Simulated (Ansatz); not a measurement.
The starting structures come from a database of crystals and need not be the phases stable at ambient conditions.

By PBEsol, the system below comes out a metal.

```
CELL_PARAMETERS angstrom
      7.52936     0.00000     0.00000
     -3.76468     6.52062     0.00000
      0.00000     0.00000     5.27980
ATOMIC_POSITIONS crystal
  Ta 0.24579 0.00000 0.25000
  Ta 0.75421 0.00000 0.75000
  Ta 0.24579 0.24579 0.75000
  Ta 0.75421 0.75421 0.25000
  Ta 0.00000 0.24579 0.25000
  Ta 0.00000 0.75421 0.75000
  Ta 0.66667 0.33333 0.00000
  Ta 0.33333 0.66667 0.00000
  Ta 0.33333 0.66667 0.50000
  Ta 0.66667 0.33333 0.50000
  Si 0.39543 0.39543 0.25000
  Si 0.60457 0.60457 0.75000
  Si 0.00000 0.39543 0.75000
  Si 0.00000 0.60457 0.25000
  Si 0.60457 0.00000 0.25000
  Si 0.39543 0.00000 0.75000
```

The cell is taken as given; by PBEsol it stands under a pressure of -6.1 GPa.

The current flows along the normal of the first two printed cell vectors, the (001) plane of the conventional cell. No spin-orbit coupling; the value is a mean over 0.1 eV about the Fermi level.

### Question
Compute, with PBEsol in Ansatz (a first-principles code), the ballistic conductance per area.

### Answer
0.32 × 10¹⁵ S/m² for both spins.
